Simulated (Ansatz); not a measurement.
The parent structure is BaTiO₃ (space group P4mm, No. 99; a = 3.9855 Å, c = 4.2013 Å).

(Cell as relaxed with PBE.)

Levels (all Ansatz, a program for electronic structure, PAW): PBE (420 eV, no spin-orbit coupling); PBEsol (420 eV, without spin-orbit coupling).

Each level relaxes its own structure.

```json
[
 {"base": "volume per atom", "PBE": "13.35 Å³", "PBEsol": "12.65 Å³"},
 {"base": "lattice parameter a", "PBE": "3.985 Å", "PBEsol": "3.955 Å"},
 {"base": "band gap", "PBE": "1.84 eV", "PBEsol": "1.85 eV"}
]
```

Modification: every lattice vector is shortened by 2.90 %; the atoms relax in the strained cell.

```tsv
quantity	PBE	PBEsol
smallest direct gap	2.38 eV	___
pressure (mean of the normal stresses, compression positive)	13.94 GPa	___
energy relative to the base (free energy F)	+45 meV/atom	___
largest internal atomic displacement	0.054 Å	___
```

### Question
Predict the PBEsol column.

### Answer

- smallest direct gap, PBEsol: 2.02 eV
- pressure (mean of the normal stresses, compression positive), PBEsol: 16.84 GPa
- energy relative to the base (free energy F), PBEsol: +51 meV/atom
- largest internal atomic displacement, PBEsol: 0.064 Å

PBE's smallest direct gap lies 0.36 eV above PBEsol's; PBE's pressure lies 2.90 GPa below PBEsol's; PBE's energy relative to the base lies 6.2 meV/atom below PBEsol's; PBE's largest internal atomic displacement lies 0.0092 Å below PBEsol's. Neither level is exact; PBEsol is the comparison here, not a measurement.

Stability against distortions was not tested. All final runs are without spin polarisation.
